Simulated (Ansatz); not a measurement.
This Ansatz (a program for electronic structure) input is the reference run, Li in the bcc (W type) structure (space group Im-3m, No. 229; relaxed with 0.1 eV smearing), computed with plane-wave PAW DFT at the PBE level (Ansatz, 420 eV), no SOC:

Ansatz 0.2 input:
```yaml
crystal:
  lattice:
    - [-1.7175879734, 1.7175879734, 1.7175879734]
    - [1.7175879734, -1.7175879734, 1.7175879734]
    - [1.7175879734, 1.7175879734, -1.7175879734]
  atoms:
    - { symbol: Li, position: [0, 0, 0] }
basis: { ecutwfc: 420, ecutrho_ratio: 4, xc_grid: 2, fft_grid_basis: typed }
kpoints: { mp_grid: { grid: [27, 27, 27] } }
hamiltonian:
  xc: pbe
  dispersion: none
  pseudopotentials: { kind: paw }
scf: { occupations: { method: fermi_dirac, width: 0.1 } }
relax: { f_tol: 0.005, max_steps: 30, cell: { stress_tol: 0.01 } }
output: { forces: true, stress: true }
checkpoint: { write: state.ck, write_every: 1000 }
```

Task: Write the input for this change: an isotropic linear strain of −2.50 %, atoms relaxed at fixed cell.

Result: 
Ansatz 0.2 input:
```yaml
crystal:
  lattice:
    - [-1.6746482741, 1.6746482741, 1.6746482741]
    - [1.6746482741, -1.6746482741, 1.6746482741]
    - [1.6746482741, 1.6746482741, -1.6746482741]
  atoms:
    - { symbol: Li, position: [0, 0, 0] }
basis: { ecutwfc: 420, ecutrho_ratio: 4, xc_grid: 2, fft_grid_basis: typed }
kpoints: { mp_grid: { grid: [27, 27, 27] } }
hamiltonian:
  xc: pbe
  dispersion: none
  pseudopotentials: { kind: paw }
scf: { occupations: { method: fermi_dirac, width: 0.1 }, convergence: { dr2_threshold: 0.0000000001 } }
relax: { f_tol: 0.005, max_steps: 50 }
output: { forces: true, stress: true }
checkpoint: { write: state.ck, write_every: 1000 }
```
This is the input that was run.

No phonon test of stability was made.
